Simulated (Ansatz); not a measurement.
Here is the system:

Host crystal: 3C silicon carbide, with a band gap (PBE, scalar-relativistic without spin-orbit coupling).

End structure of F on the 1x1 (110) surface of 3C silicon carbide (cut with top plane C + Si), one in a 1x1 cell, started at the site 'bridge C-Si (span 3.9 Å)':

```xyz
13
Lattice="3.0971 0.0000 0.0000 0.0000 4.3800 0.0000 0.0000 0.0000 27.0000" Properties=species:S:1:pos:R:3 pbc="T T T"
C      0.0000     3.2273     9.6400
Si     1.5486     2.3762     9.8826
C      1.5486     1.0384    11.1621
Si     0.0000    -0.0299    11.1216
C      0.0000     3.2647    12.7216
Si     1.5486     2.1693    12.7410
C      1.5520     1.0592    14.2682
Si     0.0036    -0.0363    14.2792
C      0.0069     3.2445    15.8398
Si     1.5555     2.1631    15.8322
C      1.5590     0.9373    17.2209
Si     0.0106    -0.0197    17.3964
F      0.0141     3.4471    18.7184
```

Slab: 13 atoms, 7.7 Å thick at the start under the adsorbate (thin: gaps and levels are the slab's own); k 6x6x1, smearing 0.01 eV, dipole-corrected; 6 atoms held, the rest relaxed; no symmetry held; spin-polarised, ending with about 1.0 μB a cell; orders that need a larger cell were not tried, no spin-orbit, no U, no dispersion correction. At the end it is bonded to Si. In PBE it is, or lies within 0.03 eV of, the lowest of the starts that converged.

A negative adsorption energy means that the adsorbate is more stable on the surface than in its reference.

Problem. What gap of the slab on its k-mesh does PBE run with Ansatz (a first-principles code) give?

Solution. 0.34 eV

Problem. Give the change of the step from the bottom to the top vacuum level, against the clean slab at the level PBE.

Solution. 1.08 eV

Problem. What adsorption energy against ½ F2(g) does PBE give?

Solution. -4.32 eV

Problem. Give the highest filled level below the top vacuum level at the level PBE.

Solution. 6.59 eV
